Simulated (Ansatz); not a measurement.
Defect migration in zinc-blende AlP: In-vacancy pair (In on one host Al site, one Al site vacant), charge state -3. Computed with PBE, PAW (plane waves to 420 eV; Ansatz, a quantum-chemistry and plane-wave program).

Settings: 64 host sites, the relaxed PBE lattice, a 2×2×2 k-point mesh shifted by half a step, smearing 0.01 eV, spin-restricted, no image-charge correction. Energies are static. The charge state is imposed; whether it is stable for some Fermi level was not computed. Forms of the defect that were not tried may lie lower.

Barriers: single points on a 3×3×3 k-point mesh shifted by half a step at the bands' geometries.

A. one Al atom jumps into the vacancy from a nearby Al site (In-vacancy distance between ideal sites 3.90 → 5.51 Å); the atom moves 3.71 Å along (0.00, 0.48, -0.47) of the unit cell; the moving atom starts with neighbours P at 2.33, 3 P at 2.42 Å and ends with P at 2.33, 2 P at 2.40, P at 2.41 Å; saddle order not checked.
B. the In atom itself jumps into the vacancy (In-vacancy distance between ideal sites 3.90 Å throughout); the atom moves 3.59 Å along (0.00, 0.46, 0.46) of the unit cell; the moving atom starts with neighbours P at 2.49, 3 P at 2.57 Å and ends with P at 2.49, 3 P at 2.57 Å; saddle order not checked, on a symmetry element.
C. one Al atom jumps into the vacancy from a nearby Al site (In-vacancy distance between ideal sites 3.90 Å throughout); the atom moves 3.74 Å along (0.48, 0.48, 0.00) of the unit cell; the moving atom starts with neighbours P at 2.32, 2 P at 2.41, P at 2.43 Å and ends with P at 2.32, P at 2.40, P at 2.41, P at 2.42 Å; saddle order not checked, on a symmetry element.

A band can be held on a symmetry element, so unchecked saddle points there may be too high.

Put the candidates in order of forward barrier, lowest first, for PBE, PAW.

B (1.38 eV), A (1.57 eV), C (1.77 eV)
